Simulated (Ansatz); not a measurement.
# TmRh2 (Fd-3m, No. 227)

These are LDA (plane waves, PAW; Ansatz, a program for electronic structure) values and carry that method's errors.

Numerical settings: plane-wave cutoff 500 eV, 14×14×14 k mesh, Fermi–Dirac smearing 0.1 eV, spin-polarised start, scalar-relativistic PAW data made under PBE.

Cell (relaxed at this level):

```yaml
crystal:
  lattice:
    - [0.00000, 3.67148, 3.67148]
    - [3.67148, 0.00000, 3.67148]
    - [3.67148, 3.67148, 0.00000]
  atoms:
    - { symbol: Tm, position: [0.50000, 0.50000, 0.50000] }
    - { symbol: Tm, position: [0.75000, 0.75000, 0.75000] }
    - { symbol: Rh, position: [0.12500, 0.12500, 0.12500] }
    - { symbol: Rh, position: [0.62500, 0.12500, 0.12500] }
    - { symbol: Rh, position: [0.12500, 0.12500, 0.62500] }
    - { symbol: Rh, position: [0.12500, 0.62500, 0.12500] }
```

```yaml
band_gap: none
```

Note: the magnetic order was assumed, not searched for or taken from measurement; the 4f shell is treated without U or exact exchange, so its levels and filling can be wrong.

Spin–orbit coupling is not included.

Cost on a shared machine: around 22 core-minutes (rough).
